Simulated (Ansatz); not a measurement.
Here is the system:

```
ZrO2
1.0
    3.55479     0.00000     0.00000
    0.00000     3.55479     0.00000
    1.77739    -1.77739     2.55653
Zr O
1 2
Direct
  0.00000   0.00000   0.00000
  0.75000   0.75000   0.50000
  0.25000   0.25000   0.50000
```

No spin polarisation.

Level of theory: DFT with r2SCAN, PAW potentials and a 500 eV plane-wave cutoff in Ansatz (a first-principles code), no spin-orbit coupling. Γ-centred 11×11×11 mesh, Fermi–Dirac width 0.05 eV.

Task: Predict the gap character, smallest direct gap, band gap and electron mass.

Result: 
```json
{
  "gap_character": "indirect, X → Γ",
  "smallest_direct_gap": "4.29 eV",
  "band_gap": "3.79 eV",
  "electron_mass": "0.49 mₑ out of plane, 1.1 mₑ in plane (at Γ)"
}
```

The cells carry an imposed strain or load. Effective masses come from finite differences of ±0.01 Å⁻¹. No phonon test of stability was made. The cell was made from ZrO₂ in the fluorite structure (space group Fm-3m, No. 225) by this change: biaxial strain −1.22 %, plane normal [001], relaxed out of plane. This is not the structure that ZrO2 has at room temperature and ambient pressure.
